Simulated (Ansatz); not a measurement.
# HfO2: strain tensor (xx, yy, zz, yz, xz, xy) = (+0.90, −0.18, −0.62, −0.21, +1.41, −0.01) %

The reference is HfO$_{2}$ (space group P2_1/c, No. 14).

```xyz
12
Lattice="5.1141 0.0000 0.0000 0.0000 5.1816 0.0000 -0.8711 0.0000 5.2231" Properties=species:S:1:pos:R:3 pbc="T T T"
Hf     1.2312     0.2168     1.0876
Hf     3.4473     2.8076     1.5240
Hf     3.0117     4.9647     4.1356
Hf     0.7956     2.3740     3.6991
O      0.0586     1.7295     1.7968
O      4.6199     4.3203     0.8147
O      4.1843     3.4521     3.4263
O     -0.3770     0.8613     4.4084
O      1.8740     3.9259     2.4993
O      2.8044     1.3351     0.1122
O      2.3689     1.2557     2.7238
O      1.4385     3.8465     5.1109
```

Cartesian axes are those of the cell as printed.

Perturbation: the symmetric strain tensor [0.0090 -0.0001 0.0141; -0.0001 -0.0018 -0.0021; 0.0141 -0.0021 -0.0062], atoms relaxed at fixed cell.

Computed with r2SCAN/PAW in Ansatz (a first-principles code), no spin-orbit coupling. Settings: 5×5×5 k-points, 0.05 eV Fermi–Dirac smearing.

| quantity | base | changed | shift |
|---|---|---|---|
| volume per atom | 11.53 Å³ | 11.54 Å³ | +0.01 Å³ |
| space group | P2_1/c (No. 14) | P-1 (No. 2) | – |
| shortest interatomic distance | 2.041 Å | 2.038 Å | -0.003 Å |
| energy relative to the base (free energy F) | 0 meV/atom | +4.6 meV/atom | +4.6 meV/atom |
| pressure (mean of the normal stresses, compression positive) | 0.00 GPa | -0.69 GPa | -0.698 GPa |
| band gap | 4.59 eV | 4.67 eV | +0.08 eV |
| gap character | – | indirect, Γ → Y | – |
| smallest direct gap | 4.68 eV | 4.75 eV | +0.07 eV |
| valence-band top at Γ (three highest levels, from the VBM) | 0.00, -0.21, -0.52 eV | 0.00, -0.30, -0.45 eV | – |
| stress (xx, yy, zz, yz, xz, xy; compression positive) | – | (-3.50, 0.49, 0.93, 0.42, -3.10, -0.02) GPa | – |

With Hf present, leaving out spin-orbit coupling can change the band edges. No phonon test of stability was made. k-point labels follow each cell's own Brillouin zone.
